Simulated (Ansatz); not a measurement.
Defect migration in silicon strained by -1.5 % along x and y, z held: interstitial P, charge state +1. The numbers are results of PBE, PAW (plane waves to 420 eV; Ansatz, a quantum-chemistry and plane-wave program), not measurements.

Settings: 64 host sites, the strained lattice (strain from the relaxed PBE one, atoms relaxed), a 2×2×2 k-point mesh shifted by half a step, smearing 0.01 eV, spin-restricted, no image-charge correction. Static, classical nuclei. The charge state is imposed; whether it is stable for some Fermi level was not computed. Sites that were not tried may lie lower.

Barriers: single points on a 3×3×3 k-point mesh shifted by half a step at the bands' geometries.

Relaxed starting cell (atoms counted from 1):

```xyz
65
Lattice="10.7759 0.0000 0.0000 0.0000 10.7759 0.0000 0.0000 0.0000 10.9400" Properties=species:S:1:pos:R:3 pbc="T T T"
Si    -0.1351    -0.0222     2.7672
Si    -0.0109     0.0038     8.2067
Si    -0.0111     5.4065     2.7521
Si    -0.0143     5.3754     8.2337
Si     5.4276    -0.0053     2.7649
Si     5.3928    -0.0008     8.2184
Si     5.3935     5.3912     2.7534
Si     5.3862     5.4029     8.2113
Si     1.3352     4.0868     1.3743
Si     1.3403     4.0522     6.8601
Si     1.3192     9.2996     1.3707
Si     1.3444     9.4241     6.8714
Si     6.7322     4.0527     1.3851
Si     6.7431     4.0459     6.8685
Si     6.7472     9.4235     1.3869
Si     6.7171     9.4218     6.8456
Si     0.0266     2.6633     0.0511
Si    -0.0654     2.7549     5.5118
Si    -0.0674     8.0562    -0.0487
Si     0.0176     8.0528     5.5187
Si     5.4090     2.7574    -0.0485
Si     5.4130     2.6727     5.5187
Si     5.4110     8.0549     0.0400
Si     5.3559     8.1101     5.4611
Si     1.3238     1.3665     4.2348
Si     1.3350     1.3551     9.5534
Si     1.3449     6.7155     4.1322
Si     1.3410     6.7329     9.5718
Si     6.7507     1.3456     4.1324
Si     6.7326     1.3490     9.5722
Si     6.7184     6.7481     4.1262
Si     6.7425     6.7234     9.5903
Si     2.7073    -0.0172    -0.0954
Si     2.6965    -0.0064     5.5246
Si     2.6865     5.4096     0.0063
Si     2.6894     5.3924     5.5068
Si     8.0563     0.0034     0.0063
Si     8.0735     0.0006     5.5069
Si     8.0882     5.3775     0.0131
Si     8.0646     5.4013     5.4890
Si     4.0980     4.0692     4.1889
Si     4.0135     4.0718     9.5594
Si     4.0056     9.4605     4.0881
Si     4.0960     9.3701     9.5669
Si     9.3964     4.0697     4.0984
Si     9.4512     4.0148     9.6199
Si     9.3974     9.3685     4.1891
Si     9.3942     9.4521     9.5595
Si     2.7123     2.8254     2.7678
Si     2.6860     2.7009     8.2066
Si     2.6955     8.0388     2.7646
Si     2.6907     8.0730     8.2186
Si     8.0594     2.7014     2.7521
Si     8.0901     2.7044     8.2341
Si     8.0753     8.0728     2.7535
Si     8.0631     8.0795     8.2112
Si     4.1661     1.3706     1.3714
Si     4.0417     1.3458     6.8714
Si     4.0425     6.7188     1.3868
Si     4.0442     6.7491     6.8456
Si     9.3789     1.3549     1.3744
Si     9.4135     1.3497     6.8606
Si     9.4132     6.7336     1.3848
Si     9.4202     6.7229     6.8684
P      2.0132     0.6769     2.0675
```
Cell charge +1.

End state 1 differs by these moves (Å; atoms that move under 0.08 Å are left out):

```
atom  element     Δx     Δy     Δz
----  -------  -----  -----  -----
1          Si   0.11  -0.11   0.00
9          Si   0.03   0.08   0.00
11         Si   0.03   0.08   0.00
17         Si  -0.05   0.05  -0.15
19         Si   0.07   0.01   0.06
21         Si   0.00  -0.07   0.05
33         Si  -0.05   0.05   0.15
35         Si   0.07   0.00  -0.05
37         Si  -0.01  -0.07  -0.06
43         Si   0.06  -0.06   0.01
44         Si  -0.09   0.09   0.05
45         Si   0.06  -0.06  -0.01
46         Si  -0.09   0.09  -0.05
49         Si   0.11  -0.11   0.00
57         Si  -0.08  -0.03   0.00
61         Si  -0.08  -0.03   0.00
65          P  -1.34   1.34   0.00
```

Estimate the forward and backward barriers to end state 1 that PBE, PAW returns for this input.

forward 0.72 eV, backward 0.72 eV; at the saddle point atom 65 has neighbours Si at 2.17, 2 Si at 2.29 Å. The saddle point's order was not checked, and it lies on a symmetry element of the cell, where a band can be held.
